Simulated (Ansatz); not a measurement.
Take SnO$_{2}$ in the rutile structure (space group P4_2/mnm, No. 136) as the base.

```yaml
crystal:
  lattice:
    - [4.75991, 0.00000, 0.00000]
    - [0.00000, 4.75991, 0.00000]
    - [0.00000, 0.00000, 3.20075]
  atoms:
    - { symbol: Sn, position: [0.00000, 0.00000, 0.00000] }
    - { symbol: Sn, position: [0.50000, 0.50000, 0.50000] }
    - { symbol: O, position: [0.30591, 0.30591, 0.00000] }
    - { symbol: O, position: [0.80591, 0.19409, 0.50000] }
    - { symbol: O, position: [0.19409, 0.80591, 0.50000] }
    - { symbol: O, position: [0.69409, 0.69409, 0.00000] }
```

Cartesian axes are those of the cell as printed.

Computed with r2SCAN/PAW in Ansatz (an electronic-structure program), without spin-orbit coupling.

Strains are applied to the cell and any free atomic positions relax.

One change was made to it. Results:

```csv
quantity,base,after
energy relative to the base (free energy F),0 meV/atom,+2.3 meV/atom
"valence-band top at Γ (three highest levels, from the VBM)","0.00, -0.77, -0.77 eV","0.00, -0.73, -0.79 eV"
band gap,1.77 eV,1.78 eV
```

**Question.** Name the change that was made.
A. uniaxial strain ε_xx = +0.97 %
B. strain tensor (xx, yy, zz, yz, xz, xy) = (−0.57, +0.17, +0.14, +0.11, −1.03, +0.41) %
C. isotropic strain +4.99 %

**Answer.** B, strain tensor (xx, yy, zz, yz, xz, xy) = (−0.57, +0.17, +0.14, +0.11, −1.03, +0.41) %. For comparison, the band gap in the other runs: isotropic strain +4.99 % gives 0.28 eV; uniaxial strain ε_xx = +0.97 % gives 1.67 eV.

No phonon test of stability was made. The zero or small gap of SnO2 under isotropic strain +4.99 % can change with the level of theory.
